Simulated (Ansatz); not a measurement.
Data:

```yaml
crystal:
  lattice:
    - [5.35981, 0.00000, 0.00000]
    - [0.00000, 5.35981, 0.00000]
    - [0.00000, 0.00000, 3.91106]
  atoms:
    - { symbol: Li, position: [0.00000, 0.50000, 0.50000] }
    - { symbol: Li, position: [0.50000, 0.00000, 0.50000] }
    - { symbol: Ta, position: [0.50000, 0.50000, 0.00000] }
    - { symbol: Ta, position: [0.00000, 0.00000, 0.00000] }
    - { symbol: O, position: [0.50000, 0.50000, 0.50000] }
    - { symbol: O, position: [0.00000, 0.00000, 0.50000] }
    - { symbol: O, position: [0.17650, 0.67650, 0.00000] }
    - { symbol: O, position: [0.82350, 0.32350, 0.00000] }
    - { symbol: O, position: [0.32350, 0.17650, 0.00000] }
    - { symbol: O, position: [0.67650, 0.82350, 0.00000] }
```

No spin polarisation.

Level of theory: Kohn–Sham DFT with the PBEsol functional, run in Ansatz (a program for electronic structure) with PAW and 420 eV plane waves, no SOC. Settings: 6×6×9 k-points, 0.05 eV Fermi–Dirac smearing.

Problem. Predict the band gap.

Solution. 2.42 eV.

Problem. Estimate the width of the top valence band.

Solution. 0.99 eV.

Spin-orbit coupling, missing from the scalar runs, can matter with Ta. Load acts through the strain it causes; cell and atoms are relaxed under it. Whether these cells are dynamically stable was not tested. The cell was made from LiTaO₃ (space group P4/mbm, No. 127; a cell from a computed database, its experimental status unchecked) by this change: pressure 0.7 GPa.
